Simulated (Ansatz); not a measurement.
```xyz
4
Lattice="2.5398 0.0000 0.0000 -1.2699 2.1995 0.0000 0.0000 0.0000 4.2408" Properties=species:S:1:pos:R:3 pbc="T T T"
B      0.0000     1.4663     0.0012
B      1.2699     0.7332     2.1216
N      0.0000     1.4663     1.5891
N      1.2699     0.7332     3.7095
```

Method: PBE, rigid bands (plane waves, PAW, scalar-relativistic; Ansatz, a quantum-chemistry and plane-wave program). Condition of this run: uniaxial stress along c of -9 GPa (compression positive) (the target of the relaxation). Cell: cell and atoms relaxed with PBEsol, then loaded as said.

Q: Predict the electron conductivity mass (n e² τ/σ) at 300 K, by direction if it differs.

A: 0.51 (x), 0.51 (y), 0.31 (z) mₑ.

Q: Predict the hole conductivity mass (n e² τ/σ) at 300 K, by direction if it differs.

A: 0.82 (x), 0.82 (y), 1.33 (z) mₑ.

Q: And the band gap?

A: 5.17 eV at this level; semilocal functionals usually fall short of the measured gap.

Rigid bands, one relaxation time for all states, no polarons. Spin-orbit coupling is left out. Geometry: cell and atoms relaxed with PBEsol.
